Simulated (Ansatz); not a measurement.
Co on the 1x1 (111) surface of fcc Ni, ferromagnetic, one in a 2x2 cell, started at the site 'top Ni'

Calculation: PBE (plane waves to 420 eV, PAW; Ansatz, an electronic-structure program).

Slab: 17 atoms, 6.0 Å thick at the start under the adsorbate (thin: gaps and levels are the slab's own); k 7x7x1, smearing 0.1 eV, dipole-corrected; 8 atoms held, the rest relaxed; start symmetry kept, larger cells not searched; spin-polarised, no spin-orbit, no U, no dispersion correction. At the end it is bonded to Ni. In PBE this state lies 0.98 eV over the lowest of the starts that converged ('hollow Ni-Ni-Ni over Ni at depth 2.0 Å').

| Item | Result |
|---|---|
| adsorption energy against an atom of hcp Co, ferromagnetic | 2.48 eV |
| work function of the top face | 3.49 eV |
| change of the work function | -1.59 eV |
| change of the step from the bottom to the top vacuum level, against the clean slab | -1.58 eV |
| energy released by relaxation | 0.66 eV |
| height of the binding atom over the mean of the host atoms within 0.3 Å of the top one | 1.774 Å |
| magnetic moment of the cell | 6.93 μB |
| nearest host atoms of the binding atom | Ni at 2.12 Å, Ni at 3.06 Å, Ni at 3.06 Å |
| largest move of a host atom | 0.21 Å |
| cost | roughly 12 core-minutes |

A negative adsorption energy means that the adsorbate is more stable on the surface than in its reference.
